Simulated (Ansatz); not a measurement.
# A computed series for LiF: pressure series

Start from LiF in the rock salt structure (space group Fm-3m, No. 225; a = 3.990 Å).

Cell and atoms are relaxed at each pressure.

Method: r2SCAN (Ansatz, a program for electronic structure, PAW, no SOC).

Two rows of this table had their results exchanged by mistake.

```
pressure           volume per atom (Å³)  shortest distance (Å)  band gap
-----------------  --------------------  ---------------------  --------
pressure −2 GPa                    7.54                  1.961  10.85 eV
pressure −1 GPa                    8.05                  2.004  10.20 eV
pressure 0.9 GPa                   7.85                  1.988  10.44 eV
pressure 2.1 GPa                   7.74                  1.978  10.58 eV
pressure 4.5 GPa                   8.16                  2.013  10.07 eV
pressure 9 GPa                     7.22                  1.933  11.30 eV
pressure 15 GPa                    6.88                  1.902  11.84 eV
pressure 22.5 GPa                  6.55                  1.871  12.43 eV
pressure 30 GPa                    6.28                  1.845  12.97 eV
```

**Question.** Which two?

**Answer.** The rows for pressure −2 GPa and pressure 4.5 GPa: the volume has to fall steadily with pressure, so 8.16 Å³ belongs to pressure −2 GPa and 7.54 Å³ to pressure 4.5 GPa.

Load acts through the strain it causes; cell and atoms are relaxed under it. Whether these cells are dynamically stable was not tested. No other phases were tried under pressure.
